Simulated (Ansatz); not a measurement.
A relaxation of cell and atoms of WC (P-6m2, 2 atoms in the cell) with Ansatz (a first-principles code).

Computed with PBE, PAW files (plane waves; Ansatz).

```
CELL_PARAMETERS angstrom
      2.90755     0.00000     0.00000
     -1.45377     2.51801     0.00000
      0.00000     0.00000     2.83064
ATOMIC_POSITIONS crystal
  W  0.00000 0.00000 0.00000
  C  0.66667 0.33333 0.50000
```

Reference input (self-consistent single point, DFT, PBE, plane waves, PAW files): kpoints.mp_grid.grid = 13 13 12; hamiltonian.xc = pbe; hamiltonian.pseudopotentials = {kind: paw} (an earlier, softer set of the program's PAW files); scf.occupations.method = fermi_dirac; scf.occupations.width = 0.136 eV. This run's input differs from it in these lines:

```diff
@@ -15,2 +15,4 @@
   occupations: { method: fermi_dirac, width: 0.136 }
+relax:
+  cell: {}
 output:
```

Output, abridged:

```
   [... SCF lines of the steps left out ...]
relax step   1: F+E_penalty+E_count = -10637.16055860 eV  Δ(F+E_penalty+E_count) = +0.000e0 eV  max|allowed force component| = 9.425e-17 eV/Å  Δτ_max = 0.0000 Å  P = +6.352 GPa  Ω = 20.724 Å³  (7 SCF iters, dr2 threshold 1.00e-7 eV, accepted)
relax step   2: F+E_penalty+E_count = -10637.16415143 eV  Δ(F+E_penalty+E_count) = -3.593e-3 eV  max|allowed force component| = 2.035e-16 eV/Å  Δτ_max = 0.0000 Å  P = -3.119 GPa  Ω = 21.236 Å³  energy of the carried Pulay correction = -7.413e-4 eV  [...]
   [... lines left out ...]
relax step   5: F+E_penalty+E_count = -10637.16654426 eV  Δ(F+E_penalty+E_count) = +3.143e-6 eV  max|allowed force component| = 1.203e-16 eV/Å  Δτ_max = 0.0000 Å  P = -0.001 GPa  Ω = 21.054 Å³  energy of the carried Pulay correction = -4.831e-4 eV  [...]
relax step   6: F+E_penalty+E_count = -10637.16706573 eV  Δ(F+E_penalty+E_count) = -5.215e-4 eV  max|allowed force component| = 8.327e-17 eV/Å  Δτ_max = 0.0000 Å  P = +0.021 GPa  Ω = 21.054 Å³  stress off target by 2.25e-2 GPa  SCF on the basis [...]
basis re-selected at this cell: Δ(F+E_penalty+E_count) = -5.215e-4 eV, ΔP = +0.023 GPa vs the last step
the relaxation is at rest under the 12 symmetry operations that the run kept from its start: a minimum is not shown …
Stability not checked: this state was not tested for a lower state beside it, because too few of the mixer's solves of this state at the end of the SCF gave a …
Free energy (F): -10637.167066 eV
Internal energy: -10637.148254 eV  (E = F + TS)
   [... lines left out ...]
Fermi energy:    20.138150 eV
  cell:  # Å, volume = 21.0541 Å³
   [... lines left out ...]
    - [2.9227146669661215, -2.9018087056771436e-7, -1.3591055633804194e-34]
    - [-1.4613570821790554, 2.531145294696471, -7.917224481540403e-35]
    - [-1.323154505000978e-34, -3.307886262502446e-35, 2.845994351081021]
  atoms:
    - { symbol: W, position: [-1.850372590034581e-17, -1.850369943056621e-17, 2.967364920549937e-67] }
    - { symbol: C, position: [0.6666666666666667, 0.33333333333333337, 0.5000000000000001] }
```

The run converged.  The full log also holds: “iter 5 did not close the SCF: its close was put off for the readings that it lacked (scf_convergence_deferred on its scf_iter line)”. The full log also holds: “iter 4 did not close the SCF: its close was put off for the readings that it lacked (scf_convergence_deferred on its scf_iter line)”.

Summary of the result:
* **Free energy E − TS (on the zero of these files)**: -10637.1671 eV
* **Fermi level (on the code's own zero)**: 20.14 eV
* **Pressure**: 0.02 GPa
* **Final cell**: a = b = 2.923 Å, c = 2.846 Å, α = β = 90.00°, γ = 120.00°
* **Final volume per atom**: 10.53 Å³
* **Relaxation steps**: 6

The starting cell comes from a database of computed structures (which also holds hypothetical and non-ambient phases and stackings), without a prior relaxation at this level. Its lattice was rescaled by a random factor within 2.5 % of one. Spin polarisation is off. The relaxation keeps the symmetry of its start, so its end need not be a minimum. Ansatz's pressure includes its estimate of the finite-basis (Pulay) stress.

Cost on one core of a shared machine: roughly 50 s.

Keys are those of Ansatz 0.2.
